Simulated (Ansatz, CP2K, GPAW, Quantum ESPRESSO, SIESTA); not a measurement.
# Code comparison for TaNbAl₆ (P1, 8 atoms in the cell)

Self-consistent single point, at a second geometry (atoms moved at random). First geometry:

```yaml
crystal:
  lattice:
    - [3.91003, 0.00000, 0.00000]
    - [0.00000, 3.91003, 0.00000]
    - [0.00000, 0.00000, 8.70543]
  atoms:
    - { symbol: Ta, position: [0.50000, 0.50000, 0.50000] }
    - { symbol: Al, position: [0.50000, 0.50000, 0.00000] }
    - { symbol: Al, position: [0.00000, 0.00000, 0.50000] }
    - { symbol: Al, position: [0.00000, 0.50000, 0.25110] }
    - { symbol: Al, position: [0.00000, 0.50000, 0.74890] }
    - { symbol: Al, position: [0.50000, 0.00000, 0.25110] }
    - { symbol: Al, position: [0.50000, 0.00000, 0.74890] }
    - { symbol: Nb, position: [0.00000, 0.00000, 0.00000] }
```

Second geometry:
```
TaNbAl6
1.0
    3.91003     0.00000     0.00000
    0.00000     3.91003     0.00000
    0.00000     0.00000     8.70543
Ta Al Nb
1 6 1
Direct
  0.49614   0.50278   0.50259
  0.51297   0.49952   0.00547
  0.00384   0.00320   0.49939
  0.00127   0.49893   0.25140
  0.00484   0.51353   0.73858
  0.48731   0.97573   0.25216
  0.48912   0.99875   0.74926
  0.00451   0.00755   0.00114
```

Shared settings, as Ansatz (a program for electronic structure) writes them: kpoints.mp_grid.grid = 7 7 3; scf.occupations.method = fermi_dirac; scf.occupations.width = 0.05 eV. Potentials and cutoffs stand in the table.

| code | model | ΔF from the first geometry (meV/atom) | pressure (GPa) | largest force (eV/Å) | cutoff |
|---|---|---|---|---|---|
| GPAW | PBEsol, GPAW PAW datasets PBEsol (made by gpaw-setup) | 14.8 | -6.96 | 0.835 | 550 eV |
| CP2K | PBEsol, GPW, DZVP-MOLOPT-PBE-GTH basis, GTH-PBE potentials (POTENTIAL_UZH) | 14.9 | -5.52 | 0.838 | grid 500 Ry |
| SIESTA | GGA PBEsol, numerical atomic orbitals TZP, PseudoDojo PBEsol standard norm-conserving potentials (rewritten from UPF to PSML) | 15.1 | -7.62 | 0.850 | grid 400 Ry |
| Ansatz | PBEsol, PAW files made with PBE | 14.5 | -7.16 | 0.821 | default |
| Quantum ESPRESSO | PBEsol, PseudoDojo standard norm-conserving (PBESOL) pseudopotentials | 14.7 | -7.21 | 0.828 | 85 Ry |

Size of the force on each atom (eV/Å): Sizes of forces hide their directions.

```csv
code,Ta1,Al2,Al3,Al4,Al5,Al6,Al7,Nb8
GPAW,0.466,0.369,0.300,0.318,0.835,0.746,0.453,0.426
CP2K,0.480,0.386,0.308,0.326,0.838,0.763,0.460,0.436
SIESTA,0.461,0.386,0.310,0.340,0.850,0.774,0.472,0.432
Ansatz,0.459,0.368,0.296,0.314,0.821,0.741,0.447,0.424
Quantum ESPRESSO,0.465,0.370,0.298,0.319,0.828,0.748,0.452,0.427
```

On Ansatz's run: spin-orbit coupling is off. Spin polarisation is off.

The spread over the programs that give each value: ΔF from the first geometry within 0.6 meV/atom; pressure within 2.10 GPa; largest force within 0.029 eV/Å.

CP2K and SIESTA use small atom-centred bases, whose incompleteness enters pressures, forces and empty levels differently from a plane-wave cutoff. Ansatz's pressure is given at a fixed set of plane waves, as the other plane-wave codes print theirs. In the pressure, CP2K (by 1.63) lies more than 1 GPa from the median of the plane-wave programs.

The starting cell comes from a database of computed structures (which also holds hypothetical and non-ambient phases and stackings), without a prior relaxation at this level. Its lattice was rescaled by a random factor within 2.5 % of one. For this run, on top of that: atoms moved at random.

Keys are those of Ansatz 0.2.
